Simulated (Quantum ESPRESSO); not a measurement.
# Short convergence ladders for BAs (F-43m, 2 atoms in the cell)

```xyz
2
Lattice="-2.3828 0.0000 2.3828 0.0000 2.3828 2.3828 -2.3828 2.3828 0.0000" Properties=species:S:1:pos:R:3 pbc="T T T"
B      0.0000     0.0000     0.0000
As    -1.1914     1.1914     1.1914
```

Base method: PBE, SSSP 1.1.2 precision (PBE) pseudopotentials (plane waves; Quantum ESPRESSO).

Base settings: ecutwfc = 50 Ry; ecutrho = 400 Ry; occupations = smearing; smearing = fermi-dirac; degauss = 0.00147 Ry; potentials = {B: B_pbe_v1.01.uspp.F.UPF, As: As.pbe-n-rrkjus_psl.0.2.UPF}; K_POINTS = automatic 9 9 9 0 0 0; conv_thr = 1e-10 Ry; mixing_beta = 0.4.

Core times come from one kind of shared machine, to one figure; runs under 30 s give none.

**Zone-centre phonons against the cutoff**

In this ladder: occupations = fixed; smearing = default; degauss = default; nbnd = 10; ph.x.tr2_ph = 1e-14; ph.x.fildyn = dyn.G; ph.x.epsil = true; dynmat.x.fildyn = dyn.G; dynmat.x.asr = crystal. Moved along: ecutrho.

The mesh stays at the base's, so the ladder's end is converged at best in this setting alone.

Frequencies are those of the unrelaxed cell, without the LO-TO term of polar crystals.

Only quantities that move along the ladder and can be compared are tabulated.

| ecutwfc | highest zone-centre frequency (cm⁻¹) | largest Born charge (mean of the diagonal) (e) | mean ε∞ |
|---|---|---|---|
| 25 Ry | 706.1 | 0.490 | 9.974 |
| 30 Ry | 704.5 | 0.497 | 9.994 |
| 35 Ry | 705.7 | 0.501 | 9.999 |
| 42 Ry | 704.8 | 0.503 | 9.998 |
| 50 Ry | 704.6 | 0.503 | 9.997 |
| 75 Ry | 704.5 | 0.503 | 9.994 |

Coarsest ecutwfc that holds the largest Born charge (mean of the diagonal) within 0.005 e of the last step, with all finer ones: 35 Ry; the step before is off by 0.006 e.

Coarsest ecutwfc that holds the highest zone-centre frequency within 1 cm⁻¹ of the last step, with all finer ones: 42 Ry; the step before is off by 1.2 cm⁻¹.

Coarsest ecutwfc that holds the mean ε∞ within 0.01 of the last step, with all finer ones: 30 Ry; the step before is off by 0.020.

**Zone-centre phonons against the SCF threshold**

In this ladder: occupations = fixed; smearing = default; degauss = default; nbnd = 10; ph.x.tr2_ph = 1e-14; ph.x.fildyn = dyn.G; ph.x.epsil = true; dynmat.x.fildyn = dyn.G; dynmat.x.asr = crystal.

The mesh stays at the base's, so the ladder's end is converged at best in this setting alone.

Frequencies are those of the unrelaxed cell, without the LO-TO term of polar crystals.

Only quantities that move along the ladder and can be compared are tabulated.

```tsv
conv_thr	highest zone-centre frequency (cm⁻¹)	mean ε∞	core time / last (rough)
7.3e-05 Ry	702.5	10.057	1
7.3e-07 Ry	704.7	9.995	1
7.3e-09 Ry	704.6	9.997	0.8
7.3e-11 Ry	704.6	9.997	1.0
7.3e-13 Ry	704.6	9.997	1
```

Coarsest conv_thr that holds the highest zone-centre frequency within 2 cm⁻¹ of the last step, with all finer ones: 7.3e-07 Ry; the step before is off by 2.1 cm⁻¹.

Coarsest conv_thr that holds the mean ε∞ within 0.05 of the last step, with all finer ones: 7.3e-07 Ry; the step before is off by 0.060.

**The dielectric constant against shifted meshes**

In this ladder: occupations = fixed; smearing = default; degauss = default; nbnd = 10; ph.x.tr2_ph = 1e-14; ph.x.trans = false; ph.x.epsil = true; ph.x.zeu = true.

Only quantities that move along the ladder and can be compared are tabulated.

```tsv
K_POINTS	largest Born charge (mean of the diagonal) (e)	mean ε∞	core time / last (rough)
automatic 3 3 3 1 1 1	0.488	10.860	–
automatic 5 5 5 1 1 1	0.505	9.830	0.05
automatic 7 7 7 1 1 1	0.505	9.771	0.09
automatic 11 11 11 1 1 1	0.505	9.770	0.2
automatic 18 18 18 1 1 1	0.505	9.770	1
```

Coarsest K_POINTS that holds the mean ε∞ within 0.1 of the last step, with all finer ones: automatic 5 5 5 1 1 1, at about 0.05 of the last step's time; the step before is off by 1.1.

Coarsest K_POINTS that holds the largest Born charge (mean of the diagonal) within 0.005 e of the last step, with all finer ones: automatic 5 5 5 1 1 1, at about 0.05 of the last step's time; the step before is off by 0.018 e.

On the base run: the starting cell has typed, rounded lattice constants, without a prior relaxation at this level. Its lattice was rescaled by up to half a per cent. In the base run, with a pressure of about 4 GPa the cell is away from its equilibrium volume at this level.
